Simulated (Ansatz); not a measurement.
Consider NaZnCl$_{3}$ in the cubic perovskite structure (space group Pm-3m, No. 221; a = 4.859 Å; a hypothetical phase, not in the database extracts checked). Axes: x, y, z lie along the cube axes.

Computed with r2SCAN (Ansatz, an electronic-structure program), spin-orbit coupling left out.

The change: an isotropic linear strain of +2.08 %; the atoms relax in the strained cell.

### Question
Predict the stress tensor and what it implies for the stiffness.

### Answer
Stress of the strained cell less that of the base (GPa, compression positive):
```
  -2.27    0.00    0.00
   0.00   -2.27    0.00
   0.00    0.00   -2.27
```

Then B = −ΔP/(ΔV/V₀) with ΔV/V₀ = 0.0637 gives secant stiffness values (nonlinear terms included at this strain): B ≈ 36 GPa.

As a check, the harmonic strain energy −½ V₀ Δσ:ε is 10 meV/atom; the computed energy rise is 11 meV/atom.

No phonon test of stability was made. Many cubic perovskites are stable only at high temperature; tilts and polar distortions were not tested.
